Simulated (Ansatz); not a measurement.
The reference is CaF2 in the rutile structure (space group P4_2/mnm, No. 136; a = 5.1550 Å, c = 3.5412 Å; a hypothetical phase, not in the database extracts checked). Axes: x, y, z lie along a, b, c of the conventional cell.

One thing is altered: compressive biaxial strain of 4.74 % in the plane normal to [001], as in epitaxy on a mismatched substrate; the out-of-plane cell vector and the atoms relax.

Levels (all Ansatz, a quantum-chemistry and plane-wave program, PAW): PBEsol (420 eV, no SOC); r2SCAN (500 eV, spin-orbit coupling left out).

The geometry is relaxed with PBEsol.

| Item | Result |
|---|---|
| PBEsol band gap | 6.84 eV |
| PBEsol pressure | 3.59 GPa |
| PBEsol gap character | direct at Γ |

**Question.** Predict the band gap, pressure and gap character from r2SCAN.

**Answer.** The band gap grows by 0.802 eV to 7.65 eV; the pressure rises by 1.04 GPa, from 3.59 GPa to 4.63 GPa; the gap character is still direct at Γ.

Single points use the geometry relaxed with PBEsol. Their cutoffs differ, which shifts pressures a little. No phonon test of stability was made.
